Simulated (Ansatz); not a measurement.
BP (I-4m2): band-edge transport data

Here is the system:

```
BP
1.0
    0.00000     2.37027     2.20773
    2.37027     0.00000     2.20773
    2.37027     2.37027     0.00000
B P
1 1
Cartesian
  0.00000   0.00000   0.00000
  1.18513   1.18513   1.10387
```

Computed with r2SCAN with spin-orbit coupling, rigid bands (plane waves, PAW; Ansatz, a program for electronic structure). Condition of this run: biaxial stress in (001) of -16 GPa (compression positive) (the target of the relaxation). Geometry: cell and atoms relaxed with PBEsol, then loaded as said.

```
Property                                                                                                                                                           Value
---------------------------------------------------------------------------------------------------------------------------------------  -------------------------------
band gap                                                                                                                                                         0.43 eV
electron conductivity mass (300 K, dilute)                                                                                               0.23 (x), 0.23 (y), 1.07 (z) mₑ
hole conductivity mass (300 K, dilute)                                                                                                   0.24 (x), 0.24 (y), 0.36 (z) mₑ
effective density of states N_c (300 K)                                                                                                                      1.2e19 cm⁻³
effective density of states N_v (300 K)                                                                                                                      3.3e18 cm⁻³
density-of-states mass, electrons                                                                                                                                0.60 mₑ
density-of-states mass, holes                                                                                                                                    0.26 mₑ
Seebeck coefficient, n-type 1e19 cm⁻³, 300 K                                                                                                                   -235 μV/K
best n-type power factor at 300 K for τ = 10 fs (best axis; densities from 1e16 to 1e21 cm⁻³ tried, whether or not they can be reached)      8.2 μW/(cm·K²) at 3e19 cm⁻³
Seebeck coefficient, p-type 1e19 cm⁻³, 300 K                                                                                                                    143 μV/K
```

Rigid bands; masses and Seebeck coefficients take one relaxation time τ for all states and one kind of carrier; polarons and phonon drag are left out. Geometry: cell and atoms relaxed with PBEsol.
